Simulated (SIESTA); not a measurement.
Input and output of a self-consistent single point for SrB₆ (Pm-3m, 7 atoms in the cell) (SIESTA)

Method of the run: GGA PBEsol, numerical atomic orbitals TZP, PseudoDojo PBEsol standard norm-conserving potentials (rewritten from UPF to PSML) (SIESTA 5.4.2).

Input:

```
# files in the folder: Sr.psml B.psml (PseudoDojo PBEsol standard)
SystemName  SrB6
SystemLabel SrB6

NumberOfAtoms                7
NumberOfSpecies              2
%block ChemicalSpeciesLabel
  1 38 Sr
  2 5 B
%endblock ChemicalSpeciesLabel
LatticeConstant              4.190210 Ang
%block LatticeVectors
     1.000000000    0.000000000    0.000000000
     0.000000000    1.000000000    0.000000000
     0.000000000    0.000000000    1.000000000
%endblock LatticeVectors
AtomicCoordinatesFormat      Fractional
%block AtomicCoordinatesAndAtomicSpecies
     0.000000000    0.000000000    0.000000000  1
     0.203140000    0.500000000    0.500000000  2
     0.796860000    0.500000000    0.500000000  2
     0.500000000    0.203140000    0.500000000  2
     0.500000000    0.796860000    0.500000000  2
     0.500000000    0.500000000    0.203140000  2
     0.500000000    0.500000000    0.796860000  2
%endblock AtomicCoordinatesAndAtomicSpecies

XC.functional                GGA
XC.authors                   PBEsol
PAO.BasisSize                TZP
PAO.EnergyShift              0.01 Ry
MeshCutoff                   300 Ry
%block kgrid.MonkhorstPack
    5   0   0  0.0
    0   5   0  0.0
    0   0   5  0.0
%endblock kgrid.MonkhorstPack
OccupationFunction           FD
ElectronicTemperature        0.05 eV

MaxSCFIterations             150
SCF.Mixer.Method             Pulay
SCF.Mixer.Weight             0.2
SCF.Mixer.History            8
SCF.DM.Tolerance             1.0E-05
Diag.ParallelOverK           true
WriteForces                  true
```

The program printed (abridged):

```
reinit: Reading from file input.fdf

reinit: System Name: SrB6
reinit: System Label: SrB6

coor:   Atomic-coordinates input format  =     Fractional

siesta: Atomic coordinates (Bohr) and species
siesta:      0.00000   0.00000   0.00000  1        1
siesta:      1.60853   3.95917   3.95917  2        2
siesta:      6.30982   3.95917   3.95917  2        3
siesta:      3.95917   1.60853   3.95917  2        4
siesta:      3.95917   6.30982   3.95917  2        5
siesta:      3.95917   3.95917   1.60853  2        6
siesta:      3.95917   3.95917   6.30982  2        7

siesta: System type = bulk

initatomlists: Number of atoms, orbitals, and projectors:      7   112    66

siesta: ******************** Simulation parameters ****************************
redata: Spin configuration                          = none
redata: Time-Reversal Symmetry                      = T
redata: Number of Atomic Species                    =        2
redata: Mesh Cutoff                                 =   300.0000 Ry
redata: Net charge of the system                    =     0.0000 |e|
redata: Min. number of SCF Iter                     =        0
redata: Max. number of SCF Iter                     =      150
redata: SCF convergence failure will abort job
redata: SCF mix quantity                            = Hamiltonian
redata: Mix DM or H after convergence               =   F
redata: Recompute H after scf cycle                 =   F
redata: Mix DM in first SCF step                    =   T
redata: No kicks to SCF
redata: DM Mixing Weight for Kicks                  =     0.5000
redata: Require Harris convergence for SCF          =   F
redata: Harris energy tolerance for SCF             =     0.000100 eV
redata: Require DM convergence for SCF              =   T
redata: DM tolerance for SCF                        =     0.000010
redata: Require EDM convergence for SCF             =   F
redata: EDM tolerance for SCF                       =     0.001000 eV
redata: Require H convergence for SCF               =   T
redata: Hamiltonian tolerance for SCF               =     0.001000 eV
redata: Require (free) Energy convergence for SCF   =   F
redata: (free) Energy tolerance for SCF             =     0.000100 eV
redata: Using DFT-D3 dispersion                     =   F
redata: Using Saved Data (generic)                  =   F
redata: Method of Calculation                       = Diagonalization
redata: Electronic Temperature                      =   580.2259 K
redata: Number of TDED substeps                     =        3
redata: Dynamics option                             = Single-point calculation
redata: Save all siesta data in one NC              =   F
redata: ***********************************************************************

%block SCF.Mixers
  Pulay
%endblock SCF.Mixers

%block SCF.Mixer.Pulay
  # Mixing method
  method pulay
  variant stable

  # Mixing options
  weight 0.2000
  weight.linear 0.2000
  history 8
%endblock SCF.Mixer.Pulay

DM_history_depth set to one: no extrapolation allowed by default for geometry relaxation
Size of DM history Fstack: 1
Total number of electrons:    28.000000
Total ionic charge:    28.000000

* ProcessorY, Blocksize:    1  64

* Orbital distribution balance (max,min):   112   112

 Kpoints in:           75 . Kpoints trimmed:           63

siesta: k-grid: Number of k-points = 63
siesta: k-points from Monkhorst-Pack grid
siesta: k-cutoff (effective) =    10.476 Ang
siesta: k-point supercell and displacements
siesta: k-grid:     5     0     0      0.000
siesta: k-grid:     0     5     0      0.000
siesta: k-grid:     0     0     5      0.000

diag: Algorithm                                     = D&C
diag: Parallel over k                               =   F
diag: Use parallel 2D distribution                  =   F
diag: Parallel block-size                           = 64
diag: Parallel distribution                         =     1 x     1
diag: Used triangular part                          = Lower
diag: Absolute tolerance                            =  0.100E-15
diag: Orthogonalization factor                      =  0.100E-05
diag: Memory factor                                 =  1.0000

superc: Internal auxiliary supercell:     5 x     5 x     5  =     125
superc: Number of atoms, orbitals, and projectors:    875  14000   8250

                        Single-point calculation

superc: Internal auxiliary supercell:     5 x     5 x     5  =     125
superc: Number of atoms, orbitals, and projectors:    875  14000   8250

outcell: Unit cell vectors (Ang):
        4.190210    0.000000    0.000000
        0.000000    4.190210    0.000000
        0.000000    0.000000    4.190210

outcell: Cell vector modules (Ang)   :    4.190210    4.190210    4.190210
outcell: Cell angles (23,13,12) (deg):     90.0000     90.0000     90.0000
outcell: Cell volume (Ang**3)        :     73.5711
new_DM -- step:     1
Initializing Density Matrix...

Attempting to read DM from file... Failed...
DM filled with atomic data:

InitMesh: MESH = 48 x 48 x 48 = 110592
InitMesh: Mesh cutoff (required, used) =   300.000   362.671 Ry

stepf: Fermi-Dirac step function

        iscf     Eharris(eV)        E_KS(eV)     FreeEng(eV)     dDmax    Ef(eV) dHmax(eV)
   scf:    1    -1380.829182    -1408.359933    -1408.359933  1.803281 -7.399040  6.061975
   scf:    2    -1411.350890    -1409.959218    -1409.959219  0.104555 -6.975455  3.867333
   scf:    3    -1411.331527    -1410.889484    -1410.889750  0.242966 -6.375189  0.421899
   scf:    4    -1410.911046    -1410.908527    -1410.908667  0.023286 -6.368856  0.260589
   scf:    5    -1410.919961    -1410.915540    -1410.915756  0.020937 -6.330882  0.037460
   scf:    6    -1410.915862    -1410.915787    -1410.916038  0.005378 -6.325382  0.005535
   scf:    7    -1410.915757    -1410.915773    -1410.916028  0.000922 -6.324842  0.010120
   scf:    8    -1410.915809    -1410.915795    -1410.916043  0.001284 -6.326957  0.000365
   scf:    9    -1410.915795    -1410.915795    -1410.916043  0.000038 -6.326924  0.000067
mix: Pulay -- inversion failed, > SVD [rank/size] 4 / 7
   scf:   10    -1410.915795    -1410.915795    -1410.916043  0.000006 -6.326917  0.000004

SCF Convergence by DM+H criterion
max |DM_out - DM_in|         :     0.0000062931
max |H_out - H_in|      (eV) :     0.0000044826
SCF cycle converged after 10 iterations

Using DM_out to compute the final energy and forces

siesta: E_KS(eV) =            -1410.9158

siesta: E_KS - E_eggbox =     -1410.9158

siesta: Atomic forces (eV/Ang):
     1   -0.000000   -0.000000    0.000000
     2    0.001927   -0.000000    0.000000
     3   -0.001927   -0.000000    0.000000
     4   -0.000000    0.001927    0.000000
     5   -0.000000   -0.001927    0.000000
     6   -0.000000   -0.000000    0.001927
     7   -0.000000   -0.000000   -0.001927
   Tot    0.000000   -0.000000    0.000000
   Max    0.001927
   Res    0.001030    sqrt( Sum f_i^2 / 3N )
   Max    0.001927    constrained

Stress tensor Voigt[x,y,z,yz,xz,xy] (kbar):      -40.49      -40.49      -40.49        0.00        0.00        0.00
(Free)E + p*V (eV/cell)    -1409.0569
Target enthalpy (eV/cell)    -1410.9160

siesta: Program's energy decomposition (eV):
siesta: Ebs     =      -468.410079
siesta: Eions   =      2631.243789
siesta: Ena     =       916.723963
siesta: Ekin    =       579.166843
siesta: Enl     =       151.423088
siesta: Eso     =         0.000000
siesta: Edftu   =         0.000000
siesta: DEna    =        -1.276391
siesta: DUscf   =         2.072937
siesta: DUext   =         0.000000
siesta: Ex      =      -384.941930
siesta: Ec      =       -42.840517
siesta: Exc     =      -427.782447
siesta: Eharris =     -1410.915795
siesta: Etot    =     -1410.915795
siesta: FreeEng =     -1410.916043

siesta: Stress tensor (static) (eV/Ang**3):
siesta:    -0.025270    0.000000    0.000000
siesta:     0.000000   -0.025270    0.000000
siesta:     0.000000    0.000000   -0.025270

siesta: Cell volume =         73.571120 Ang**3

siesta: Pressure (static):
siesta:                Solid            Molecule  Units
siesta:           0.00027523          0.00027594  Ry/Bohr**3
siesta:           0.02527040          0.02533557  eV/Ang**3
siesta:          40.48764344         40.59206381  kBar
```

The run converged in 10 iterations.

The starting cell comes from a database of computed structures (which also holds hypothetical and non-ambient phases and stackings), without a prior relaxation at this level. Values carry the incompleteness of an atom-centred basis. With a pressure of about 4 GPa the cell is away from its equilibrium volume at this level.

Cost on one core of a shared machine: roughly 40 s.
